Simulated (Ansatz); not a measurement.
Consider PtSe₂ in the CdI2 type structure (space group P-3m1, No. 164; a = 3.7352 Å, c = 5.2073 Å; layered, stacked along the Cartesian z axis; relaxed with 0.1 eV smearing). Axes: x lies along a and z along c of the hexagonal cell.

Level of theory: r2SCAN+rVV10, PAW, 500 eV (Ansatz, a first-principles code; spin-orbit coupling left out).

Base values:

The pressure comes out as 0.0 GPa.

It is then changed as follows: uniaxial strain ε_zz = −0.77 %, all other strain components held at zero, atoms relaxed at fixed cell.

Estimate the effect on the energy relative to the base and pressure.

The energy stays essentially unchanged; the pressure (mean of the normal stresses, compression positive) goes from zero to 0.2 GPa.

Whether these cells are dynamically stable was not tested. The final runs are not spin-polarised.
